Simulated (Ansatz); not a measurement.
SnTe (model structure, within 0.1 Å of P6₃/mmc, No. 194, 4 atoms in the cell), treated with PBEsol (Ansatz, an electronic-structure program, plane waves, PAW).

Settings: plane-wave cutoff 520 eV, 12×12×4 k mesh (along the axes of the cell as run), Fermi–Dirac smearing 0.01 eV, scalar-relativistic PAW data made under PBE.

Cell (relaxed at this level):

```yaml
crystal:
  lattice:
    - [5.32739, 0.00000, 0.00000]
    - [-2.66370, 4.61366, 0.00000]
    - [0.00000, 0.00000, 6.34846]
  atoms:
    - { symbol: Sn, position: [0.66667, 0.33333, 0.06256] }
    - { symbol: Sn, position: [0.33333, 0.66667, 0.56256] }
    - { symbol: Te, position: [0.66667, 0.33333, 0.56264] }
    - { symbol: Te, position: [0.33333, 0.66667, 0.06264] }
```

### Question
What does this level give for the band gap, smallest direct gap on the k points sampled and direct gap at Γ?

### Answer

* **band gap**: 0.30 eV
* **smallest direct gap on the k points sampled**: 0.34 eV
* **direct gap at Γ**: 2.59 eV

Spin–orbit coupling is not included; with these elements it can move the gap by several tenths of an eV or more.

Computed values are for the static lattice.

Cost on a shared machine: around 40 core-seconds (rough).

A model structure was made by putting elements into a prototype or built by hand; it is no filed structure, need not be a known phase, and can be a saddle point held by its symmetry.
